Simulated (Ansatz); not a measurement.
Si on a cation site across 6 hosts. All values below come from PBE, PAW (plane waves to 420 eV; Ansatz, a quantum-chemistry and plane-wave program). Charged cells are image-corrected; levels hold to tenths of an eV, spin–orbit coupling is left out, only levels at least 0.1 eV inside the gap count (those within 0.2 eV of an edge may still be shallow), and each defect is the lowest state found from one start.

| host | site at the start | sites, k-points | gap (eV) | localised charge states | levels above the VBM (eV) |
|---|---|---|---|---|---|
| zinc-blende BAs | the B site | 64, 2×2×2 shifted | 1.20 | +1 | none; +1 throughout |
| metastable zinc-blende AlN | the Al site | 64, 2×2×2 shifted | 3.31 | +1 | none; +1 throughout |
| metastable alpha Ga2O3 | the Ga site | 120, 2×2×2 Γ-centred | 2.40 | +1 | none; +1 throughout |
| zinc-blende AlP | the Al site | 64, 2×2×2 shifted | 1.63 | +1 | none; +1 throughout |
| wurtzite GaN | the Ga site | 96, 2×2×2 shifted | 1.71 | +1 | none; +1 throughout |
| metastable zinc-blende GaN | the Ga site | 64, 2×2×2 shifted | 1.54 | +1 | none; +1 throughout |

No host shows a level in the gap.
